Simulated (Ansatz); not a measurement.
# By hand: formation energy of the neutral 2 H_i + V_Zn in ZnO (wurtzite, P6₃mc)

Subject: the formation energy of the neutral 2 H_i + V_Zn in ZnO (wurtzite, P6₃mc). Reaction: 63 ZnO (wurtzite) + H2O (gas) → cell A.

A: a supercell of 128 sites of ZnO (wurtzite, P6₃mc) with one empty Zn site amid 4 O; two times H off the lattice sites (1 O at 0.98 Å); the closest two of these centres are 1.1 Å apart, the farthest 2.0 Å; spin state with PBE: run without spin.

Method: Ansatz (an electronic-structure program), PAW, neutral cells at 0 K with nuclei at rest, on structures from PBE. Ansatz runs with its default PAW set. Other levels take these structures. The lattices are those relaxed with PBE, so at other levels the solids can be strained, which adds to the spread. Larger cells are relaxed from a start prepared with the learned potential CHGNet till forces fall under 0.03 eV/Å, which some starts already meet. A dispersion term (D3(BJ), or D4 for r2SCAN) was computed beside these levels and is taken off wherever the name lacks it. The PAW files were made for PBE and serve at the other functionals too. Space groups of crystals are read within 0.01 Å. Mesh and cell size may move defect energies by 0.1 eV or more. The value holds for the reservoirs listed; other chemical potentials shift it. Cell A has symmetry Cm within 0.02 Å and got no random move, so less symmetric positions, which may lie lower, weren't tried.

Total energies of the cells in eV, at zero smearing width. They compare only within one column; the weights balance every element.

```json
[
 {"cell": "A: ZnO:2 H_i + V_Zn", "atoms": "129", "weight": "+1", "r2SCAN": "-245979.24407", "r2SCAN+D4": "-245990.56225"},
 {"cell": "ZnO (wurtzite)", "atoms": "128", "weight": "−63/64", "r2SCAN": "-249274.02205", "r2SCAN+D4": "-249285.49855"},
 {"cell": "H2O (gas)", "atoms": "3", "weight": "−1", "r2SCAN": "-600.36457", "r2SCAN+D4": "-600.36588"}
]
```

r2SCAN: (-245979.24407) − 63/64 × (-249274.02205) − (-600.36457) = 0.236 eV.

r2SCAN+D4: (-245990.56225) − 63/64 × (-249285.49855) − (-600.36588) = 0.216 eV.
